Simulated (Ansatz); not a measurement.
free sheet of monolayer 1H WSe2: W20Se40, 3 atomic planes, area 191 Å², cell height 16.4 Å with vacuum; both faces free, started from the relaxed sheet, in-plane cell fixed at 1.000 times the relaxed lattice. The numbers are results of PBE, large-core Se (plane waves, PAW; Ansatz, a quantum-chemistry and plane-wave program), not measurements. Mean temperature 873 K, 9.7 ps sampled after 4.5 ps of Langevin dynamics; k-points: Γ only; no spin polarisation or spin-orbit coupling.

| plane (from the bottom) | atoms | start height (Å) | mean height (Å) | spread of site heights (Å) | rms motion, normal (Å) | rms motion, in plane (Å) | in-plane shift from the start (Å) | coordination |
|---|---|---|---|---|---|---|---|---|
| 1 | Se20 | -1.68 | -1.69 | 0.00 | 0.12 | 0.11 | 0.00 | 3.0 |
| 2 | W20 | 0.00 | 0.00 | 0.00 | 0.12 | 0.07 | 0.00 | 6.0 |
| 3 | Se20 | 1.68 | 1.69 | 0.00 | 0.12 | 0.11 | 0.00 | 3.0 |

- outer plane spacing: 1.69 Å against 1.68 Å at the start (+1 %)
- normal motion of the outer planes over that of the middle: 1.0
- in-plane diffusion: none seen within 9.7 ps
- coordination in the top plane: 3-fold 100 %
- mean vibrational (phonon) frequency: 5.5 THz

A denser in-plane k-mesh moves the forces of one frame by 0.03 eV/Å rms. Bonds are counted up to Se-W 2.93 Å; heights count from the centre of mass.
